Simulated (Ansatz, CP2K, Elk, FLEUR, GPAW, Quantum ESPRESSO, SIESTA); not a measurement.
# Code comparison for BiSbPd2 (P-6m2, 4 atoms in the cell)

Self-consistent single point, at a second geometry (lattice scaled by 0.98). First geometry:

```xyz
4
Lattice="4.1344 0.0000 0.0000 -2.0672 3.5805 0.0000 0.0000 0.0000 5.6168" Properties=species:S:1:pos:R:3 pbc="T T T"
Sb     2.0672     1.1935     0.0000
Bi     0.0000     0.0000     2.8084
Pd     0.0000     2.3870     4.2492
Pd     0.0000     2.3870     1.3676
```

Shared settings, as Ansatz (a program for electronic structure) writes them: kpoints.mp_grid.grid = 6 6 4; scf.occupations.method = fermi_dirac; scf.occupations.width = 0.1 eV. Potentials and cutoffs stand in the table.

```json
[
 {"code": "GPAW", "model": "PBEsol, GPAW PAW datasets PBEsol (made by gpaw-setup)", "ΔF from the first geometry (meV/atom)": "46.3", "pressure (GPa)": "10.58", "largest force (eV/Å)": "0.092", "cutoff": "600 eV"},
 {"code": "Elk", "model": "PBEsol, all-electron FP-LAPW, Elk's shipped species files, APW+lo basis with extra local orbitals", "ΔF from the first geometry (meV/atom)": "48.2", "pressure (GPa)": "–", "largest force (eV/Å)": "–", "cutoff": "rgkmax 8"},
 {"code": "Quantum ESPRESSO", "model": "PBEsol, PseudoDojo standard norm-conserving (PBESOL) pseudopotentials", "ΔF from the first geometry (meV/atom)": "46.9", "pressure (GPa)": "10.71", "largest force (eV/Å)": "0.094", "cutoff": "85 Ry"},
 {"code": "FLEUR", "model": "PBEsol, all-electron FLAPW (FLEUR), scalar-relativistic valence", "ΔF from the first geometry (meV/atom)": "49.6", "pressure (GPa)": "–", "largest force (eV/Å)": "0.089", "cutoff": "Kmax 4.3 1/bohr"},
 {"code": "CP2K", "model": "PBEsol, GPW, DZVP-MOLOPT-SR-GTH basis, GTH-PBE potentials (GTH_POTENTIALS)", "ΔF from the first geometry (meV/atom)": "86.3", "pressure (GPa)": "16.42", "largest force (eV/Å)": "0.048", "cutoff": "grid 500 Ry"},
 {"code": "Ansatz", "model": "PBEsol, PAW files made with PBE", "ΔF from the first geometry (meV/atom)": "47.4", "pressure (GPa)": "10.74", "largest force (eV/Å)": "0.088", "cutoff": "420 eV"},
 {"code": "SIESTA", "model": "GGA PBEsol, numerical atomic orbitals DZP, PseudoDojo PBEsol standard norm-conserving potentials (rewritten from UPF to PSML)", "ΔF from the first geometry (meV/atom)": "49.5", "pressure (GPa)": "11.63", "largest force (eV/Å)": "0.154", "cutoff": "grid 400 Ry"}
]
```

A dash marks a value that a program does not give, or that is left out as unsure.

On Ansatz's run: spin-orbit coupling is off. Spin polarisation is off.

The spread over the programs that give each value: ΔF from the first geometry within 40.0 meV/atom; pressure within 5.84 GPa; largest force within 0.106 eV/Å.

CP2K and SIESTA use small atom-centred bases, whose incompleteness enters pressures, forces and empty levels differently from a plane-wave cutoff. Elk and FLEUR treat all electrons, but the usual bases taken here (sphere radii, linearisation, local orbitals, empty states) were not tested for convergence, so the values are no reference for the others. Ansatz's pressure is given at a fixed set of plane waves, as the other plane-wave codes print theirs; with its correction for the finite basis it is 10.77 GPa. In the pressure, CP2K (by 5.71) lies more than 1 GPa from the median of the plane-wave programs.

The starting cell comes from a database of computed structures (which also holds hypothetical and non-ambient phases and stackings), without a prior relaxation at this level. Its lattice was rescaled by a random factor within 2.5 % of one. For this run, on top of that: lattice scaled by 0.98.

Left out of this page: ABINIT (with a known weakness of the program).

Keys are those of Ansatz 0.2.
